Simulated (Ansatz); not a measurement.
Worked example: self-consistent single point of CaSe (Fm-3m, 2 atoms in the cell) in Ansatz (an electronic-structure program).

Level of theory: PBE (plane waves, PAW; Ansatz).

```yaml
crystal:
  lattice:
    - [0.00000, 2.97480, 2.97480]
    - [2.97480, 0.00000, 2.97480]
    - [2.97480, 2.97480, 0.00000]
  atoms:
    - { symbol: Ca, position: [0.00000, 0.00000, 0.00000] }
    - { symbol: Se, position: [0.50000, 0.50000, 0.50000] }
```

Reference input (self-consistent single point, DFT, PBE, plane waves, default PAW files): basis.ecutwfc = 30.9 Ry; kpoints.mp_grid.grid = 7 7 7; hamiltonian.xc = pbe; hamiltonian.pseudopotentials = {kind: paw} (the program's default PAW files); scf.occupations.method = fermi_dirac; scf.occupations.width = 0.0037 Ry. This run's input differs from it in these lines:

Ansatz 0.2 input:
```diff
@@ -11,3 +11,3 @@
 kpoints:
-  mp_grid: { grid: [7, 7, 7] }
+  mp_grid: { grid: [21, 21, 21] }
 hamiltonian:
```

The program printed (abridged):

```
SCF iter   1: F=—  HF=-7290.003026 eV  |F-HF|=—  |Δ(HF+E_count)|=         —  Δρ=5.72e-4  dr2=1.93e-4  ethr=1.77e-3  ⟨swp⟩=7.0  Hψ=28615  notcnv=0
all-band conjugate gradients solve this SCF's bands
preconditioner: auto → none
SCF iter   2: F=—  HF=-7290.002945 eV  |F-HF|=—  |Δ(HF+E_count)|=   8.05e-5  Δρ=2.86e-4  dr2=7.50e-5  ethr=7.43e-7  ⟨swp⟩=2.0  Hψ=10790  notcnv=0
SCF iter   3: F=—  HF=-7290.002985 eV  |F-HF|=—  |Δ(HF+E_count)|=   3.95e-5  Δρ=2.68e-4  dr2=6.26e-5  ethr=2.88e-7  ⟨swp⟩=2.0  Hψ=8580  notcnv=0
SCF iter   4: F=—  HF=-7290.002959 eV  |F-HF|=—  |Δ(HF+E_count)|=   2.54e-5  Δρ=6.55e-5  dr2=1.92e-6  ethr=2.41e-7  ⟨swp⟩=3.0  Hψ=8580  notcnv=0
iter 5 did not close the SCF: its close was put off for the readings that it lacked (scf_convergence_deferred on its scf_iter line)
SCF iter   5: F=-7290.002961 eV  HF=-7290.002961 eV  |F-HF|=1.58e-8  |Δ(HF+E_count)|=   1.45e-6  Δρ=5.35e-6  dr2=2.87e-8  ethr=7.39e-9  ⟨swp⟩=2.0  Hψ=6864  notcnv=0
SCF iter   6: F=-7290.002961 eV  HF=-7290.002961 eV  |F-HF|=1.16e-10  |Δ(HF+E_count)|=   9.91e-9  Δρ=1.08e-6  dr2=6.27e-10  ethr=1.11e-10  ⟨swp⟩=2.0  Hψ=15455  notcnv=0
SCF 1 converged in 6 iterations: F = -7290.002961 eV  dr2 = 6.27e-10
Free energy (F): -7290.002961 eV
Internal energy: -7290.002961 eV  (E = F + TS)
E sigma→0 (E₀):  -7290.002961 eV
Fermi energy:    7.928013 eV
--- Forces (eV/Å), atoms counted from 1 ---
  atom   1  Ca    -0.00000000     0.00000000     0.00000000
  atom   2  Se     0.00000000    -0.00000000     0.00000000
--- Stress (GPa, compression-positive) ---
        0.206493      -0.000000      -0.000000
        0.000000       0.206493       0.000000
       -0.000000      -0.000000       0.206493
  P = ⅓ Tr σ = 0.2065 GPa (2.065 kbar)
  The stress holds the Pulay correction. Without it, at fixed plane waves, as pw.x and ABINIT print it: P = 0.1998 GPa
```

The run converged in 6 iterations. Against the reference run the free energy hardly moves (within 1 meV/atom), the pressure stays at 0.21 GPa and the gap on the mesh goes from 2.134 to 2.080 eV.

The starting cell has typed, rounded lattice constants, without a prior relaxation at this level. Its lattice was rescaled by up to half a per cent. Ansatz's pressure includes its estimate of the finite-basis (Pulay) stress.
